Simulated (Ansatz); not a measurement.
## NiPt (R-3m, No. 166, 2 atoms in the cell; start mp-1220052)

Level of theory: r²SCAN in Ansatz (plane waves, PAW).

Settings: plane-wave cutoff 560 eV, 24×24×24 k mesh, Fermi–Dirac smearing 0.05 eV, spin-polarised start, scalar-relativistic PAW data made under PBE.

Cell (relaxed at this level):

```cif
data_Ni3Pt3
_chemical_formula_sum 'Ni3 Pt3'
_space_group_name_H-M_alt 'R-3m :H'
_space_group_IT_number 166
_space_group_name_Hall '-R 3 2"'
_cell_length_a 2.70147
_cell_length_b 2.70147
_cell_length_c 12.70600
_cell_angle_alpha 90.000
_cell_angle_beta 90.000
_cell_angle_gamma 120.000
loop_
_atom_site_label
_atom_site_type_symbol
_atom_site_symmetry_multiplicity
_atom_site_Wyckoff_symbol
_atom_site_fract_x
_atom_site_fract_y
_atom_site_fract_z
_atom_site_occupancy
Ni1 Ni 3 a 0.00000 0.00000 0.00000 1
Pt1 Pt 3 b 0.00000 0.00000 0.50000 1
```
(The calculation used a cell of 2 atoms; values per cell refer to that cell.)

```yaml
band_gap: none
bulk_modulus: 222 GPa
```

Note: the magnetic order was assumed, not searched for or taken from measurement; the relaxation could not lower the start's symmetry, so the cell can be a saddle point above a distorted one; the bulk modulus is −V dP/dV from two relaxed cells at ±2 % in volume.

Spin–orbit coupling is not included.

The computed numbers hold no vibrational or temperature effects.

Computing time: very roughly 11 core-minutes.

A start named mp-… is a Materials Project structure, which need not be a measured phase.

Ansatz is a program for electronic structure.
